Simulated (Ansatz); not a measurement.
# CsPbCl3: band gap against strain

CsPbCl3 (cubic perovskite, Pm-3m, 35.477 Å³/atom at rest, cube axes along x, y and z) under a strain ε along a cube axis (axis z), the other axes held. PBEsol in Ansatz, a plane-wave DFT program (PAW, default set), 420 eV, 6×6×6 Γ-centred mesh, Fermi-Dirac smearing 0.05 eV; ions are relaxed within the symmetry of each cell. Gaps are the smallest over the k-mesh and a band path, without spin-orbit coupling; in all rows the valence edge lies at about 1.0 Å⁻¹ from Γ and the conduction edge at about 1.0 Å⁻¹ from Γ.

Here s stands for strain and Eg for gap.

| strain (%) | gap (eV) |
|---|---|
| -3.00 | ? |
| -1.80 | 1.70 |
| -1.20 | 1.75 |
| -0.60 | 1.79 |
| 0.00 | 1.83 |

Task: Fit Eg against s with a straight line, and predict the withheld value at s = -3.00.

Result: Means: s -0.90000, Eg 1.768. About the means, the sum of products is 0.12900 and the sum of squares of s is 1.8000; the slope is their ratio. Least squares gives Eg = 1.832 + 0.0717·s. Residuals (row less fit): -0.003, 0.004, 0.001, -0.002; standard error 0.004 (degrees of freedom: 2). Over these rows the gap moves by 7.2 ± 0.3 eV per unit strain. At the withheld row, Eg = 1.832 + 0.0717 × (-3.0) = 1.617 eV. The calculation gives 1.60 eV, 0.017 eV below the prediction (7.4 % of the range of Eg in the table). The row lies outside the fitted rows, so this is an extrapolation. The fitted rows scatter only by rounding.

The primitive cell can neither tilt nor turn polar against its symmetry, as such crystals can under strain. CsPbCl3 is here the ideal cubic form; the compound distorts at low or room temperature. Spin-orbit coupling is left out, which can shift this property for CsPbCl3. Rows are the converged runs of the series near zero and its far end; series whose fitted rows scatter by over a few per cent of the range, as at a crossing or softening among them, aren't shown in this form. Most that stay on the fit to the last digits aren't either.
